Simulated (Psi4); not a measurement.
Psi4 1.11, B3LYP/def2-svp: Nb(Br)2(Me)3 ([CH3][Nb]([CH3])([CH3])([Br])[Br]), 15 atoms. The geometry is a generated start, not checked to be a minimum at this level.

```json
{
  "task": "energy",
  "method": "b3lyp",
  "basis": "def2-svp",
  "memory": "3 GB",
  "maxiter": "100",
  "keys_of_the_molecule_block": "symmetry c1",
  "scf_type": "df (default)",
  "e_convergence": "1e-06 (default)",
  "d_convergence": "1e-06 (default)",
  "dft_radial_points": "75 (default)",
  "dft_spherical_points": "302 (default)",
  "effective_core_potentials": "those of the basis set, past Kr",
  "basis_functions": "182",
  "grid_points": "320781"
}
```

```xyz
15

Nb     0.0135    -0.0216     0.0063
Br     1.9411    -0.5357     1.5490
Br    -1.9393     0.5931    -1.4634
C      0.3501     2.1945     0.3505
H      1.3318     2.4107     0.7868
H     -0.4194     2.5775     1.0355
H      0.2656     2.7486    -0.5929
C      1.0565    -1.0461    -1.7087
H      0.3530    -1.4003    -2.4712
H      1.6467    -1.9045    -1.3657
H      1.7461    -0.3351    -2.1893
C     -1.3960    -1.1766     1.3437
H     -0.8686    -1.8677     2.0111
H     -2.1060    -1.7582     0.7423
H     -1.9752    -0.4785     1.9659
```

Charge 0 and multiplicity 1 are set for this test and not shown to be the ground state.

With the defaults (diis = true, scf_initial_accelerator = adiis, damping_percentage = 0, guess = auto, which took SAD, soscf = false, soscf_start_convergence = 0.01, diis_max_vecs = 10, level_shift = 0, level_shift_cutoff = 0.01) it converges in 12 SCF iterations. One run each on 2 threads, with these changes:
- guess = huckel
- soscf = true
- soscf = true, soscf_start_convergence = 0.001
- scf_initial_accelerator = ediis
- diis_max_vecs = 20
- guess = sadno
- guess = core
- diis = false, scf_initial_accelerator = none, damping_percentage = 60
- level_shift = 0.5, level_shift_cutoff = 0.001

Question: Which runs fail or end elsewhere than the default run?

Answer: No convergence: diis = false, scf_initial_accelerator = none, damping_percentage = 60 (the run ends without SCF convergence in 100 iterations). The rest reach the solution of the defaults.

```tsv
setting	SCF iterations	JK calls	end
soscf = true	8	29	same solution
soscf = true, soscf_start_convergence = 0.001	9	25	same solution
level_shift = 0.5, level_shift_cutoff = 0.001	10	11	same solution
guess = huckel	11	37	same solution
the defaults	12	13	same solution
scf_initial_accelerator = ediis	12	13	same solution
diis_max_vecs = 20	12	13	same solution
guess = sadno	13	13	same solution
guess = core	17	17	same solution
diis = false, scf_initial_accelerator = none, damping_percentage = 60	100	101	no convergence
```

An SOSCF iteration holds several JK calls; a Hückel guess adds calls on atoms. 1 further run of the study ended by our limits or in an error and is left out.
